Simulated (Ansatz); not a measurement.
Take TiAl (space group P4/mmm, No. 123; a = 2.7963 Å, c = 4.0381 Å; relaxed with 0.1 eV smearing) as the base. Axes: x, y, z lie along a, b, c of the conventional cell.

Level of theory: plane-wave PAW DFT at the PBEsol level (Ansatz, a quantum-chemistry and plane-wave program, 420 eV), no spin-orbit coupling.

Now apply this change: uniaxial strain ε_xx = +1.50 %, all other strain components held at zero; the atoms relax in the strained cell.

Problem. Predict the stress tensor and what it implies for the stiffness.

Solution. Stress of the strained cell less that of the base (GPa, compression positive):
```
   -2.9     0.0     0.0
    0.0    -0.9     0.0
    0.0     0.0    -1.3
```

Then −Δσ_ii/ε with ε = 0.0150 gives secant stiffness values (nonlinear terms included at this strain): C11 ≈ 195 GPa, C12 ≈ 61 GPa and C13 ≈ 89 GPa.

Stability against distortions was not tested. All final runs are without spin polarisation.
